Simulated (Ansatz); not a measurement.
Fluorite PtAl2, treated with B3LYP (VWN-RPA form) (PAW; Ansatz, a first-principles code).

Settings: plane-wave cutoff 460 eV, 8×8×8 k mesh, Fermi–Dirac smearing 0.05 eV, scalar-relativistic PAW data made under PBE.

Equation-of-state points:

| V (Å³/atom) | E − E_lowest (meV/atom) | P (GPa) |
|---|---|---|
| 16.709 | 20.76 | 7.64 |
| 17.170 | 4.84 | 3.52 |
| 17.589 | 0.00 | 0.26 |
| 18.029 | 3.49 | -2.73 |
| 18.468 | 14.64 | -5.33 |

Problem. Estimate the bulk modulus from the pressures at 17.170 and 18.029 Å³/atom, and compare it with a fit to all energies.

Solution. B = −V dP/dV. Between V = 17.170 and 18.029 Å³/atom, dP/dV = (-2.73 − (3.52))/(18.029 − 17.170) = -7.28 GPa per Å³/atom; at the midpoint 17.599 Å³/atom this gives B ≈ 128 GPa. The third-order Birch–Murnaghan fit gives V0 = 17.625 Å³/atom, B0 = 127 GPa, B′ = 4.6, which lies within 1 % of that estimate.

Spin–orbit coupling is not included.

The computed numbers hold no vibrational or temperature effects.
